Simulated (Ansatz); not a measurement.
Consider the following.

```xyz
2
Lattice="4.6556 0.0000 0.0000 0.0000 4.6556 0.0000 2.3278 -2.3278 3.2230" Properties=species:S:1:pos:R:3 pbc="T T T"
In     0.0000     0.0000     0.0000
Sb     4.6556     2.3278     1.6115
```

No spin polarisation.

The values are results of DFT with PBEsol, PAW potentials and a 420 eV plane-wave cutoff in Ansatz (an electronic-structure program), without spin-orbit coupling, not measurements. Γ-centred 12×12×12 mesh, Fermi–Dirac width 0.05 eV.

**Question.** What is the computed pressure (mean of the normal stresses, compression positive)?

**Answer.** -0.4 GPa.

**Question.** What space group does the calculation give?

**Answer.** I-4m2 (No. 119).

The cells carry an imposed strain or load. No phonon test of stability was made. The cell was made from InSb in the zinc blende structure (space group F-43m, No. 216) by this change: biaxial strain +1.00 %, plane normal [001], relaxed out of plane.
